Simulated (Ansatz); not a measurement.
**Os under a change: uniaxial strain ε_xx = −2.00 %**

The reference is Os in the hcp (Mg type) structure (space group P6_3/mmc, No. 194; a = 2.754 Å, c = 4.347 Å; relaxed with 0.1 eV smearing). Axes: x lies along a and z along c of the hexagonal cell.

It is then changed as follows: the cell is compressed by 2.00 % along x with no lateral relaxation; the atoms relax in the strained cell.

Computed with PBE, PAW, 420 eV (Ansatz, a program for electronic structure; no spin-orbit coupling). k-mesh 24×24×13 (Γ-centred); smearing 0.1 eV (Fermi–Dirac).

```csv
quantity,base,changed,shift
volume per atom,14.28 Å³,14.00 Å³,-0.286 Å³
space group,P6_3/mmc (No. 194),Cmcm (No. 63),–
shortest interatomic distance,2.693 Å,2.681 Å,-0.012 Å
energy relative to the base (free energy F),0 meV/atom,+14 meV/atom,+14 meV/atom
"pressure (mean of the normal stresses, compression positive)",0.0 GPa,8.4 GPa,+8.4 GPa
band gap,zero,zero,–
"stress (xx, yy, zz, yz, xz, xy; compression positive)",–,"(16.1, 4.6, 4.5, 0.0, 0.0, 0.0) GPa",–
```

Final structure:

```xyz
2
Lattice="2.6992 0.0000 0.0000 -1.3496 2.3853 0.0000 0.0000 0.0000 4.3474" Properties=species:S:1:pos:R:3 pbc="T T T"
Os     1.3496     0.7925     3.2605
Os     0.0000     1.5928     1.0868
```

No phonon test of stability was made. The final runs are not spin-polarised.
